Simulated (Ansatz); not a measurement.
**How the elastic constant C11 of L1₂ (Cu3Au-type) Ni3Fe moves with the method**

No measured value is used here.

| level (code) | value (GPa) | cell (Å³/atom) |
|---|---|---|
| LDA (Ansatz) | 350 | 10.24 |
| PBE (Ansatz) | 276 | 11.13 |
| PBE-D3(BJ) (Ansatz) | 302 | 10.78 |

Spin-polarised runs: LDA (parallel moments), PBE (parallel moments), PBE-D3(BJ) (parallel moments). PBE-D3(BJ): the dispersion coefficients are held fixed in the derivatives. Each level is taken at its own relaxed cell. Ansatz's density-functional and Hartree–Fock values are scalar-relativistic unless marked +SOC, with PAW data made under PBE.

Ansatz is an electronic-structure program.
